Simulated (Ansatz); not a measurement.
Si under load (space group Imma), r2SCAN with spin-orbit coupling, rigid bands run with Ansatz (a first-principles code). Condition of this run: uniaxial stress along [110] of -1 GPa (compression positive) (the target of the relaxation). Band gap 0.71 eV, N_c = 1.37e19 cm⁻³ and N_v = 1.24e19 cm⁻³ at 300 K, conductivity masses along y (a = (0.01, 2.73, 2.72) Å; b = (2.73, 0.01, 2.72) Å; c = (2.74, 2.74, 0.00) Å) of 0.230 mₑ (electrons) and 0.343 mₑ (holes). Take k_BT = 0.02585 eV.

Task: A film of it is 3 nm thick, with its normal along the direction named. Estimate the confinement energies in an infinite well.

Result: ħ²π²/(2m t²) = 0.376 eV·nm²/(m/mₑ × t²) gives 182 meV for electrons and 122 meV for holes, so the gap would widen to about 1.01 eV. Finite barriers and nonparabolic bands lower this, and with several valleys or bands the heaviest mass along the normal sets the lowest level, not this average.

Task: What built-in voltage has an abrupt junction with N_A = 1e17 and N_D = 1e18 cm⁻³, all dopants ionised?

Result: V_bi = E_g/e − (k_BT/e) ln(N_c N_v/(N_A N_D)) = 0.71 − 0.02585 × 7.44 = 0.52 V, for the computed gap.

Task: Find the intrinsic carrier density and the intrinsic Fermi level.

Result: n_i = √(N_c N_v) exp(−E_g/2k_BT) = 1.30e19 × exp(−13.73) = 1.4e13 cm⁻³. The level lies (k_BT/2) ln(N_v/N_c) = -1 meV from mid-gap (positive towards the conduction band). Each 0.1 eV added to the gap lowers n_i by a factor of 6.9.

Rigid bands with the computed gap; masses take one relaxation time for all states.
